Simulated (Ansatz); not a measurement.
An ideal cubic perovskite cell is held by its symmetry; such compounds can tilt or shift off centre at room temperature. The starting structures come from a database of crystals and need not be the phases stable at ambient conditions.

Inside the gap of an insulator the Bloch states are evanescent, with a wavenumber k + iκ along the transport direction.

Input:

```
CELL_PARAMETERS angstrom
      4.08285     0.00000     0.00000
      0.00000     5.77402     0.00000
      0.00000     2.88701     2.88701
ATOMIC_POSITIONS crystal
  Ta 0.50000 0.50000 0.00000
  Tl 0.00000 0.00000 0.00000
  O  0.00000 0.50000 0.00000
  O  0.50000 0.00000 0.50000
  O  0.50000 0.50000 0.50000
```

Space group of this cell: Pm-3m, cubic perovskite. The cell is taken as given; by r2SCAN its mean pressure is -5.6 GPa.

Transport runs along the normal of the first two printed cell vectors, the (110) plane of the conventional cell.

No gap correction and no spin-orbit coupling; mid-gap values are interpolated between computed energies.

Q: Give the band gap and the smallest decay constant κ at mid-gap that r2SCAN (Ansatz, a program for electronic structure) yields.

A: Gap 0.99 eV on a 10×10×10 mesh; κ = 0.179 1/Å, at (0.500, 0.000) of the in-plane reciprocal vectors. At the zone centre, at the nearest computed energy, the slowest state has κ = 0.19 1/Å.
